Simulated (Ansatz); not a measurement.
We consider cubic perovskite CsPbBr3 (cubic high-temperature phase), described by BLYP (Ansatz, an electronic-structure program, PAW).

Numerical settings: plane-wave cutoff 520 eV, 6×6×6 k mesh, Fermi–Dirac smearing 0.01 eV, scalar-relativistic PAW data made under PBE.

A third-order Birch–Murnaghan fit to the energies gives V0 = 46.175 Å³/atom, B0 = 15.9 GPa, B′ = 4.8.

| V (Å³/atom) | P (GPa) |
|---|---|
| 43.405 | 1.139 |
| 44.329 | 0.715 |
| 45.252 | [?] |
| 46.176 | 0.000 |
| 47.099 | [?] |
| 48.023 | -0.567 |
| 48.946 | [?] |

Task: Estimate the withheld pressures from this fit; the answers are the runs' own values.

Result: 
- 45.252, P (GPa): 0.337
- 47.099, P (GPa): -0.300
- 48.946, P (GPa): -0.805

The formula P = (3/2) B0 (x^(7/3) − x^(5/3)) [1 + (3/4)(B′ − 4)(x^(2/3) − 1)] with x = V0/V meets the computed pressures within 0.01 GPa when these rounded values are put in.

Note: the cell is over a tenth larger than the published one: the level's own overestimate first of all, though another phase or state, or a fault of the published cell, is possible; the relaxation could not lower the start's symmetry, so the cell can be a saddle point above a distorted one.

Spin–orbit coupling is not included; it can shift volumes and moduli of such heavy elements.

Computed values are for the static lattice.

The result took around 110 core-seconds (rough).
